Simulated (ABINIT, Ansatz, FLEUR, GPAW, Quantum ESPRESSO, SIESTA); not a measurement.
## MnF₂ (P4_2/mnm, 6 atoms in the cell) computed with different codes at matched settings

Self-consistent single point.

```
MnF2
1.0
    4.92082     0.00000     0.00000
    0.00000     4.92082     0.00000
    0.00000     0.00000     3.34287
Mn F
2 4
Direct
  0.50000   0.50000   0.50000
  0.00000   0.00000   0.00000
  0.69517   0.69517   0.00000
  0.30483   0.30483   0.00000
  0.80483   0.19517   0.50000
  0.19517   0.80483   0.50000
```
Moments meant for the start (each program seeds them in its own way; μB, in the order of the atoms Mn Mn F F F F): 4.0 4.0 0.0 0.0 0.0 0.0.

All programs got the same cell, k-point mesh and kind of occupations, and the same starting moments (in Ansatz's words: kpoints.mp_grid.grid = 4 4 5; magnetization.spin_polarized = true; scf.occupations.method = fermi_dirac; scf.occupations.width = 0.0037 Ry); potentials, basis and cutoffs are each program's usual ones.

```csv
code,model,pressure (GPa),largest force (eV/Å),gap on the mesh (eV),size of the net moment (μB/atom),k-points,cutoff
FLEUR,"PBE, all-electron FLAPW (FLEUR), scalar-relativistic valence",–,–,1.214,1.67,18,Kmax 4.5 1/bohr
ABINIT,"PBE, norm-conserving pseudopotentials (PseudoDojo nc-sr-05 PBE standard)",0.60,0.016,1.305,1.67,18,48 Ha
SIESTA,"GGA PBE, numerical atomic orbitals DZP, PseudoDojo PBE standard norm-conserving potentials (rewritten from UPF to PSML)",-3.34,0.036,1.498,1.67,44,grid 350 Ry
Ansatz,"PBE, default PAW files",0.23,0.010,–,1.67,18,default
GPAW,"PBE, GPAW PAW datasets PBE (gpaw-data 1.0.1)",–,0.010,0.964,1.67,18,900 eV
Quantum ESPRESSO,"PBE, PseudoDojo standard norm-conserving (PBE) pseudopotentials",0.61,0.016,1.305,1.67,18,100 Ry
```

A dash marks a value that a program does not give, or that is left out as unsure.

No gap is tabulated for Ansatz (an electronic-structure program): it is not read from that output, or partly filled or unconverged empty levels leave it unsure.

Gaps are read on the mesh.

The spread over the programs that give each value: pressure within 3.95 GPa; largest force within 0.026 eV/Å; gap on the mesh within 0.534 eV; size of the net moment within 0.00 μB/atom.

The starting cell comes from a database of computed structures (which also holds hypothetical and non-ambient phases and stackings), without a prior relaxation at this level. Its lattice was rescaled by a random factor within 2.5 % of one. On Ansatz's run: The magnetic order is the one reached from the typed start; others were not searched systematically. The program warned that, by what it read of turns of the moments, another magnetic order lies lower.

Q: Why do the programs differ, and what cannot be compared?

A: Differences of this kind can come from the potentials, where these differ, and from what each basis and cutoff leave unconverged. The zero of total energies and Fermi levels follows the potentials and each program's conventions, so they are not compared here. SIESTA uses small atom-centred bases, whose incompleteness enters pressures, forces and empty levels differently from a plane-wave cutoff. FLEUR treats all electrons, but the usual bases taken here (sphere radii, linearisation, local orbitals, empty states) were not tested for convergence, so the values are no reference for the others. Ansatz's pressure is given at a fixed set of plane waves, as the other plane-wave codes print theirs; with its correction for the finite basis it is 0.85 GPa (the shift of 0.62 GPa shows how far the cutoff is from converged). Ansatz's smearing width was typed in Ry to four decimals, so it matches the others to a few per cent. The pressure of GPAW is left out: its cutoff lies under the one at which its stress was checked. Site moments depend on each program's spheres or projections; the total moment of the cell does not. The programs reduce the same mesh by symmetry to different extents, which changes the work and not the result. In the pressure, SIESTA (by 3.94) lies more than 1 GPa from the median of the plane-wave programs. In the gap, SIESTA (by 0.193) and GPAW (by 0.341) lie more than 0.12 eV from the median of the plane-wave programs.

The shared mesh is coarse (it stands for a supercell whose shortest vector is 17 Å), so the values are not converged in it.

Left out of this page: CP2K and Elk (unsound by tests on forces, stress, charge or solver warnings).

Keys are those of Ansatz 0.2.
